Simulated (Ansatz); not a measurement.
# zincblende BeS (F-43m) under hydrostatic pressure

Cell and atoms are relaxed with r2SCAN to each stress (compression positive); bands and masses by r2SCAN with spin-orbit coupling, rigid bands (plane waves, PAW; Ansatz, an electronic-structure program).

```cif
data_Be4S4
_chemical_formula_sum 'Be4 S4'
_space_group_name_H-M_alt 'F-43m'
_space_group_IT_number 216
_space_group_name_Hall 'F -4 2 3'
_cell_length_a 4.86858
_cell_length_b 4.86858
_cell_length_c 4.86858
_cell_angle_alpha 90.000
_cell_angle_beta 90.000
_cell_angle_gamma 90.000
loop_
_atom_site_label
_atom_site_type_symbol
_atom_site_symmetry_multiplicity
_atom_site_Wyckoff_symbol
_atom_site_fract_x
_atom_site_fract_y
_atom_site_fract_z
_atom_site_occupancy
Be1 Be 4 a 0.00000 0.00000 0.00000 1
S1 S 4 c 0.25000 0.25000 0.25000 1
```
(The calculation used a cell of 2 atoms; values per cell refer to that cell.)

```csv
stress (GPa),ln(V/V₀) (%),gap (eV),mean mₑ*
-2.00,2.13,3.606,0.38
0,0,3.559,0.37
2.00,-1.98,3.516,0.37
5.00,-4.69,3.452,0.36
10.00,-8.71,3.348,0.36
```

 Masses are conductivity masses at 300 K in electron masses, harmonic means over x, y and z.

### Question
Estimate the bulk modulus from the two loads next to zero.

### Answer
B ≈ −Δp/Δln V = 4.00 GPa/4.11 % = 97 GPa (r2SCAN), a mean over this interval.

### Question
How fast does the gap move on either side of zero load?

### Answer
Under tension, (3.606 − 3.559) eV over -2.00 GPa = -23 meV/GPa, or about 2.2 eV per unit ln V; under compression, (3.516 − 3.559) eV over 2.00 GPa = -22 meV/GPa, or about 2.2 eV per unit ln V. The two slopes part by 1 meV/GPa; gaps are resolved to about 0.01 eV, which allows 10 meV/GPa, so these rows don't tell them apart.

Masses are those of dilute carriers in rigid bands with one relaxation time, without polarons. Third decimals of gaps are kept for the arithmetic. Every relaxation keeps the zincblende phase (space group F-43m under this load), so a transition, a distortion that breaks the symmetry or fracture can't show.
